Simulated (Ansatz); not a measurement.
BeS under a change: x(Cu) = 0.667, 6 atoms, I-4m2

The reference is BeS in the zinc blende structure (space group F-43m, No. 216; a = 4.838 Å).

The other end (x = 1) is CuS in the zinc blende structure (space group F-43m, No. 216; a model cell, its experimental status unchecked): 16.82 Å³/atom, gap zero; this end may not be an ambient phase.

The change: Cu replaces 66.7 % of the Be, ordered in a cell of 6 atoms (starting symmetry I-4m2) and fully relaxed.

Computed with PBEsol in Ansatz (plane waves to 420 eV, PAW, no SOC). Γ-centred 19×19×19 mesh, Fermi–Dirac width 0.05 eV, for the changed cell.

| quantity | base | changed | shift |
|---|---|---|---|
| density | 2.41 g/cm³ | 4.05 g/cm³ | +1.64 g/cm³ |
| shortest interatomic distance | 209.5 pm | 209.9 pm | +0.4 pm |
| band gap | 2.91 eV | zero | – |
| mixing energy (to 0.01 eV only: unlike meshes or grids) (against an end that may be hypothetical) | – | +0.04 eV/atom | – |
| deviation of the volume from the linear (Vegard-type) interpolation | – | -0.4 % | – |
| mean first-shell distances | – | Be–S 2.099 Å (end compound 2.095 Å), Cu–S 2.220 Å (end compound 2.219 Å) | – |

These are small ordered cells, not random alloys; other orderings at the same x differ. Whether these cells are dynamically stable was not tested. The final runs are not spin-polarised. An odd electron count without spin: CuS.

Ansatz is a program for electronic structure.
